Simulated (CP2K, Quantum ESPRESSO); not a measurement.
Equation of state of fluorite-structure HfO2 (space group 225): energy against volume (CP2K, PBE)

```
CELL_PARAMETERS angstrom
      3.52823     0.00000     0.00000
      1.76412     3.05554     0.00000
      1.76412     1.01851     2.88079
ATOMIC_POSITIONS crystal
  Hf 0.00000 0.00000 0.00000
  O  0.25000 0.25000 0.25000
  O  0.75000 0.75000 0.75000
```

Level of theory: PBE, GPW, DZVP-MOLOPT-SR-GTH basis, GTH-PBE potentials (GTH_POTENTIALS) (CP2K). Settings: CUTOFF = 650 Ry; REL_CUTOFF = 50 Ry; SMEAR/METHOD = FERMI_DIRAC; ELECTRONIC_TEMPERATURE = 116.05 K; KPOINTS/SCHEME = MONKHORST-PACK 11 11 11; XC_FUNCTIONAL = PBE; Hf/BASIS_SET = DZVP-MOLOPT-SR-GTH-q12; Hf/POTENTIAL = GTH-PBE-q12; O/BASIS_SET = DZVP-MOLOPT-SR-GTH-q6; O/POTENTIAL = GTH-PBE-q6; METHOD = GPW; EPS_DEFAULT = 1e-10; NGRIDS = 5; SCF_GUESS = ATOMIC; EPS_SCF = 1e-06; MAX_SCF = 100. The cell above is the first row's. The rows scale it uniformly. In all rows fractional positions and the k mesh are held. E is the free energy at the stated smearing, counted from the lowest row.

| V (Å^3/atom) | E (meV/atom) |
|---|---|
| 10.352 | 10.07 |
| 10.577 | 1.01 |
| 10.802 | 0.00 |
| 11.027 | 6.22 |
| 11.252 | 18.91 |
| 11.477 | 37.40 |
| 11.703 | 61.10 |
| 11.928 | 89.46 |
| 12.153 | ? |

Problem. Fit E against V with the third-order Birch-Murnaghan form, a cubic in V^(-2/3), and predict the withheld value at V = 12.153.

Solution. With u = V^(-2/3) - 0.201, the rows have u = 0.009532, 0.006535, 0.003643, 0.000850, -0.001850, -0.004461, -0.007000, -0.009447. Least squares gives E = 9.512 - 4248.38·u + 448882·u² + 310027·u³. Residuals (row less fit): 0.000, 0.005, -0.007, -0.005, 0.004, 0.031, -0.040, 0.014; standard error 0.027 (degrees of freedom: 4). Its minimum lies at u = 0.004709, so V0 = (0.205709)^(-3/2) = 10.72. There d²E/du² = 906500 and d³E/du³ = 1860000, so B0 = (4/9) × 10.72^(-7/3) × 906500 × 0.160218 = 255 GPa (the last factor turns the table's units into GPa), and B0' = 4 + (2/3) × 0.205709 × (1860000)/906500 = 4.3. The program's pressures in the fitted runs (not shown) pass through zero at V = 10.72, 0.01 % from this V0. At the withheld row, u = -0.011819, so E = 9.512 - 4248.38 × (-0.011819) + 448882 × (-0.011819)² + 310027 × (-0.011819)³ = 121.916 meV/atom. The calculation gives 121.99 meV/atom, 0.074 meV/atom above the prediction (0.1 % of the range of E in the table). The row lies outside the fitted rows, so this is an extrapolation. From the scatter of the fitted rows alone, a prediction at this place has a standard error of 0.064 meV/atom, so the miss is 1.2 times that.

Carrying the step between the two nearest rows on in a straight line would have given 117.82, off by 4.17; series whose last step already gives the withheld value aren't shown. The scan was laid around a cell of about the measured size, scaled by a guess for this functional. This is a high-temperature phase, held here by symmetry. The runs keep the symmetry of the cell, so they don't test it for distortions. A plane-wave scan with the same functional (Quantum ESPRESSO, GBRV) gives V0 = 10.95 Å^3/atom and B0 = 250 GPa; a Birch-Murnaghan fit to all rows here lies -2.2 % from it in V0 and 2 % in B0; the two differ in basis, and may differ in potentials and mesh. Values carry the incompleteness of an atom-centred basis. Spin-orbit coupling is off. Cutoffs and mesh are single choices, not tested for convergence of this quantity. Series with a scatter that would blur these digits, or in which a gap closes, are not shown. Nor are scans whose minimum lies at an end fitted in this form.
